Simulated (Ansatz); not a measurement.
Base system: HfN in the rock salt structure (space group Fm-3m, No. 225; relaxed with 0.1 eV smearing).

HfN is modelled in the cubic space group Fm-3m (No. 225), the rock salt structure, Pearson symbol cF8. Lattice parameters: a = b = c = 4.5482 Å, α = β = γ = 90.00°. Hf on 4a is surrounded by 6 N at 2.274 Å (octahedral). N on 4b is coordinated by 6 Hf at 2.274 Å (octahedral). (Neighbours: up to the widest gap in distance over summed covalent radii, below 1.35, at either atom; cation-cation and far metal-metal contacts left out.)
(The calculation used a cell of 2 atoms; values per cell refer to that cell.)

Method: PBE in Ansatz (plane waves to 420 eV, PAW, without spin-orbit coupling).

For the base:

| Property | Value |
|---|---|
| Pressure | 0.0 GPa |

One thing is altered: every lattice vector is stretched by 3.00 %; the atoms relax in the strained cell.

Task: What happens to the energy relative to the base and pressure?

Result: The energy goes up by 71 meV/atom; the pressure goes from zero to -19.3 GPa.

No phonon test of stability was made. All final runs are without spin polarisation. An odd electron count without spin: HfN.

Ansatz is a quantum-chemistry and plane-wave program.
